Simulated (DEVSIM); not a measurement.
System: abrupt InP n-p junction, at 250 K.

```csv
layer (left to right),material,thickness (μm),Nd (cm⁻³),Na (cm⁻³),τn (s),τp (s)
1,InP,200,1e16,-,4.3e-10,4.3e-10
2,InP,2.60,-,2e17,4.3e-10,4.3e-10
```

Left contact: ohmic. Right contact: ohmic. Voltage is applied to the left contact. Recombination: SRH at mid-gap, radiative, Auger. Mobility is constant in doping.

The device is made up for the run: typed textbook-type constants, with dimensions and the other settings drawn at random. Values at 300 K; Nc and Nv go as T^1.5, mobilities as T to minus their exponent, the gap by Varshni's rule with the affinity fixed.

```
parameter              InP
----------------  --------
gap (eV)             1.344
affinity (eV)         4.38
permittivity          12.5
Nc (cm⁻³)           5.7e17
Nv (cm⁻³)           1.1e19
μn (cm²/Vs)           5200
μp (cm²/Vs)            170
T exponent of μn         2
T exponent of μp         2
B (cm³/s)          1.2e-10
Cn (cm⁶/s)           9e-31
Cp (cm⁶/s)           9e-31
Varshni α (eV/K)  0.000363
Varshni β (K)          162
```

DEVSIM, 1D drift-diffusion, Boltzmann statistics, complete ionisation; no tunnelling, impact ionisation, image-force lowering or self-heating.

Task: Tabulate band edges, carrier densities and field at -1.0 V on the left contact.

Result: Energies count from the Fermi level of the right contact; mesh points crowd at the junctions.

```json
[
 {"x (μm)": "0.000", "Ec (eV)": "1.081", "Ev (eV)": "-0.278", "n (cm⁻³)": "1.0e16", "p (cm⁻³)": "< 1e2", "field (V/cm)": "≈ 0"},
 {"x (μm)": "0.04825", "Ec (eV)": "1.081", "Ev (eV)": "-0.278", "n (cm⁻³)": "1.0e16", "p (cm⁻³)": "< 1e2", "field (V/cm)": "≈ 0"},
 {"x (μm)": "0.1848", "Ec (eV)": "1.081", "Ev (eV)": "-0.278", "n (cm⁻³)": "1.0e16", "p (cm⁻³)": "< 1e2", "field (V/cm)": "≈ 0"},
 {"x (μm)": "0.6045", "Ec (eV)": "1.081", "Ev (eV)": "-0.278", "n (cm⁻³)": "1.0e16", "p (cm⁻³)": "< 1e2", "field (V/cm)": "≈ 0"},
 {"x (μm)": "2.598", "Ec (eV)": "1.081", "Ev (eV)": "-0.278", "n (cm⁻³)": "1.0e16", "p (cm⁻³)": "< 1e2", "field (V/cm)": "≈ 0"},
 {"x (μm)": "7.552", "Ec (eV)": "1.081", "Ev (eV)": "-0.279", "n (cm⁻³)": "1.0e16", "p (cm⁻³)": "< 1e2", "field (V/cm)": "≈ 0"},
 {"x (μm)": "22.78", "Ec (eV)": "1.081", "Ev (eV)": "-0.279", "n (cm⁻³)": "1.0e16", "p (cm⁻³)": "< 1e2", "field (V/cm)": "≈ 0"},
 {"x (μm)": "95.12", "Ec (eV)": "1.081", "Ev (eV)": "-0.279", "n (cm⁻³)": "1.0e16", "p (cm⁻³)": "< 1e2", "field (V/cm)": "≈ 0"},
 {"x (μm)": "164.0", "Ec (eV)": "1.080", "Ev (eV)": "-0.280", "n (cm⁻³)": "1.0e16", "p (cm⁻³)": "< 1e2", "field (V/cm)": "≈ 0"},
 {"x (μm)": "187.6", "Ec (eV)": "1.080", "Ev (eV)": "-0.280", "n (cm⁻³)": "1.0e16", "p (cm⁻³)": "150", "field (V/cm)": "≈ 0"},
 {"x (μm)": "195.9", "Ec (eV)": "1.080", "Ev (eV)": "-0.280", "n (cm⁻³)": "1.0e16", "p (cm⁻³)": "4.4e9", "field (V/cm)": "≈ 0"},
 {"x (μm)": "199.0", "Ec (eV)": "1.080", "Ev (eV)": "-0.280", "n (cm⁻³)": "1.0e16", "p (cm⁻³)": "3.3e12", "field (V/cm)": "≈ 0"},
 {"x (μm)": "199.7", "Ec (eV)": "1.080", "Ev (eV)": "-0.280", "n (cm⁻³)": "9.9e15", "p (cm⁻³)": "1.3e13", "field (V/cm)": "49"},
 {"x (μm)": "199.9", "Ec (eV)": "1.118", "Ev (eV)": "-0.242", "n (cm⁻³)": "1.7e15", "p (cm⁻³)": "1.1e14", "field (V/cm)": "7700"},
 {"x (μm)": "200.0", "Ec (eV)": "1.244", "Ev (eV)": "-0.115", "n (cm⁻³)": "4.7e12", "p (cm⁻³)": "4.0e16", "field (V/cm)": "26000"},
 {"x (μm)": "200.0", "Ec (eV)": "1.279", "Ev (eV)": "-0.081", "n (cm⁻³)": "9.5e11", "p (cm⁻³)": "2.0e17", "field (V/cm)": "570"},
 {"x (μm)": "200.2", "Ec (eV)": "1.279", "Ev (eV)": "-0.080", "n (cm⁻³)": "8.8e11", "p (cm⁻³)": "2.0e17", "field (V/cm)": "≈ 0"},
 {"x (μm)": "200.5", "Ec (eV)": "1.279", "Ev (eV)": "-0.080", "n (cm⁻³)": "7.3e11", "p (cm⁻³)": "2.0e17", "field (V/cm)": "≈ 0"},
 {"x (μm)": "201.8", "Ec (eV)": "1.279", "Ev (eV)": "-0.080", "n (cm⁻³)": "2.5e11", "p (cm⁻³)": "2.0e17", "field (V/cm)": "≈ 0"},
 {"x (μm)": "202.3", "Ec (eV)": "1.279", "Ev (eV)": "-0.080", "n (cm⁻³)": "8.3e10", "p (cm⁻³)": "2.0e17", "field (V/cm)": "≈ 0"},
 {"x (μm)": "202.5", "Ec (eV)": "1.279", "Ev (eV)": "-0.080", "n (cm⁻³)": "2.3e10", "p (cm⁻³)": "2.0e17", "field (V/cm)": "≈ 0"},
 {"x (μm)": "202.6", "Ec (eV)": "1.279", "Ev (eV)": "-0.080", "n (cm⁻³)": "< 1e2", "p (cm⁻³)": "2.0e17", "field (V/cm)": "≈ 0"}
]
```
